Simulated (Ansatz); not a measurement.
Phonon-limited transport in BaAl2 (Fd-3m)

Consider the following.

```
Al2Ba
1.0
    0.00000     4.19507     4.19507
    4.19507     0.00000     4.19507
    4.19507     4.19507     0.00000
Ba Al
2 4
Cartesian
  4.19507   4.19507   4.19507
  6.29261   6.29261   6.29261
  1.04877   1.04877   1.04877
  1.04877   3.14630   3.14630
  3.14630   3.14630   1.04877
  3.14630   1.04877   3.14630
```

Calculation: PBEsol, DFPT electron-phonon coupling, linearised Boltzmann equation (plane waves, PAW, scalar-relativistic; Ansatz, a quantum-chemistry and plane-wave program). How the cell was made: relaxed with this functional, without spin-orbit coupling.

```
Item                                                                                                     Value
----------------------------------------------------------------------------------  --------------------------
resistivity at 300 K                                                                                  29 μΩ·cm
electron mean free path at 300 K (weighted by the current that each state carries)                      5.8 nm
electron-phonon coupling λ                                                                                0.58
transport coupling λ_tr                                                                                   0.57
logarithmic mean phonon energy                                                                        15.9 meV
density of states at the Fermi level                                                1.61 states/(eV·spin·cell)
Drude plasma energy                                                                                     4.8 eV
```

A metal at this level (no band gap). Only scattering by harmonic phonons is included (no impurities, grain boundaries, electron-electron scattering or thermal expansion). Spin-orbit coupling is left out. Halving the electron mesh (20x20x20) moves the resistivity by up to 7 % at 300 K, the mean free path by up to 4 %, the coupling by up to 5 %. Smearing 0.20 eV; phonons on a 3x3x3 q mesh, which this run doesn't test and which matters most at low temperature.

Computed structure with no diffraction record at hand here (it may be known, metastable or hypothetical): BaAl2 (Fd-3m).
